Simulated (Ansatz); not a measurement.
Take PbTe in the rock salt structure (space group Fm-3m, No. 225) as the base.

```xyz
2
Lattice="0.0000 3.1898 3.1898 3.1898 0.0000 3.1898 3.1898 3.1898 0.0000" Properties=species:S:1:pos:R:3 pbc="T T T"
Te     3.1898     3.1898     3.1898
Pb     0.0000     0.0000     0.0000
```

Calculations: LDA (Ansatz, a first-principles code, PAW, no spin-orbit coupling).

Strains are applied to the cell and any free atomic positions relax.

One change was made to it. Results:

The electron mass changes from 0.24 mₑ along k, 0.095 mₑ across (at L) to 0.22 mₑ along k, 0.094 mₑ across (at L); the mean gap deformation potential ΔEg/Δln V is +2.3 eV; the energy rises by 1.1 meV/atom.

Task: What was done to the base?
A) isotropic strain +1.50 %
B) isotropic strain +2.50 %
C) isotropic strain +1.00 %
D) isotropic strain −0.50 %
E) isotropic strain −2.00 %

Result: D, isotropic strain −0.50 %. For comparison, the electron mass in the other runs: isotropic strain +2.50 % gives 0.28 mₑ along k, 0.098 mₑ across (at L); isotropic strain +1.50 % gives 0.26 mₑ along k, 0.097 mₑ across (at L); isotropic strain +1.00 % gives 0.25 mₑ along k, 0.096 mₑ across (at L); isotropic strain −2.00 % gives 0.19 mₑ along k, 0.093 mₑ across (at L).

Spin-orbit coupling, missing from the scalar runs, can matter with Pb and Te. Effective masses come from finite differences of ±0.01 Å⁻¹. Along k means along the line from Γ to the band edge. No phonon test of stability was made.
